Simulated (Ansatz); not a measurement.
**Hypothetical rock salt MoP under a change: Mo → W**

Base system: MoP in the rock salt structure (space group Fm-3m, No. 225; a = 4.901 Å; a hypothetical phase, not in the database extracts checked).

One thing is altered: W takes the place of Mo on all its sites; the structure is relaxed again.

Computed with plane-wave PAW DFT at the PBEsol level (Ansatz, a program for electronic structure, 420 eV), scalar-relativistic without spin-orbit coupling, earlier PAW set. Settings: 16×16×16 k-points, 0.05 eV Fermi–Dirac smearing.

```tsv
quantity	base	changed	shift
volume per atom	14.72 Å³	14.87 Å³	+0.15 Å³
density	7.16 g/cm³	12.00 g/cm³	+4.84 g/cm³
lattice parameter a	9.262 bohr	9.293 bohr	+0.0316 bohr
band gap	zero	zero	–
```

Final structure:

```xyz
2
Lattice="0.0000 2.4589 2.4589 2.4589 0.0000 2.4589 2.4589 2.4589 0.0000" Properties=species:S:1:pos:R:3 pbc="T T T"
P      0.0000     0.0000     0.0000
W      2.4589     2.4589     2.4589
```

No phonon test of stability was made. As relaxed here, WP is a hypothetical phase, not in the database extracts checked. All final runs are without spin polarisation. An odd electron count without spin: WP and MoP. WP and MoP have a high density of states at the Fermi level and may be magnetic at this level.
